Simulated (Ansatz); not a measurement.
**MgO, response to strain**

Start from MgO in the rock salt structure (space group Fm-3m, No. 225; a = 4.214 Å). Axes: x, y, z lie along the cube axes.

Strains are applied to the cell and any free atomic positions relax; under biaxial strain the out-of-plane vector relaxes too.

Levels (all Ansatz, an electronic-structure program, PAW): PBEsol (420 eV, no SOC); r2SCAN (500 eV, scalar-relativistic without spin-orbit coupling); HSE06 (420 eV, scalar-relativistic without spin-orbit coupling).

Band gaps by level, all at the geometries relaxed with PBEsol:

```tsv
case	PBEsol	r2SCAN	HSE06
base	4.62 eV	5.61 eV	6.47 eV
biaxial strain −1.14 %, plane normal [111], relaxed out of plane	4.76 eV	5.76 eV	6.63 eV
uniaxial strain ε_xx = −0.91 %	4.70 eV	5.70 eV	6.56 eV
strain tensor (xx, yy, zz, yz, xz, xy) = (+0.91, −0.65, −0.08, −0.46, −0.80, +0.35) %	4.53 eV	5.52 eV	6.37 eV
tensor shear ε_xy = +2.50 %	4.40 eV	5.39 eV	6.25 eV
```

Single points use the geometry relaxed with PBEsol. No phonon test of stability was made. The base started in P3_121 and relaxed to Fm-3m at this level.
